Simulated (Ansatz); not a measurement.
Start from an 8-atom supercell of BN in the h-BN type structure (space group P6_3/mmc, No. 194; a = 2.500 Å, c = 6.413 Å; layered, stacked along the Cartesian z axis) at its relaxed geometry.

Level of theory: PBEsol-D3(BJ), PAW, 420 eV (Ansatz, an electronic-structure program; no SOC), earlier PAW set.

Before the change:

The pressure is 0.0 GPa.

Perturbation: one B atom is added in an open site, starting 2.16 Å from the nearest host atom, atoms relaxed at fixed cell, starting from a slightly rattled geometry.

Estimate the effect on the pressure.

The pressure goes from zero to 7.7 GPa.

What happens to the final site of the added atom?

The final site of the added atom amounts to 1 N at 1.54 Å.

Predict the new largest displacement of a host atom from its site in the perfect cell.

The largest displacement of a host atom from its site in the perfect cell amounts to 0.36 Å.

The magnetic state is the one reached from the starting moments; the real material's order can differ, and small cells can't hold many antiferromagnetic ones. In so small a cell the defect repeats every few ångströms: this is an ordered compound, not a dilute defect. A case with no gap was solved on a k-mesh chosen for an insulator, which is coarse for it. Starting moments died away, wholly or in part, for B interstitial (started 2.16 Å from the nearest host atom); another magnetic solution may exist. The defect cell is spin-polarised and ends with 0.0 μB. The program warned that a D3 coordination switch lies within reach, so dispersion energies are less smooth here.
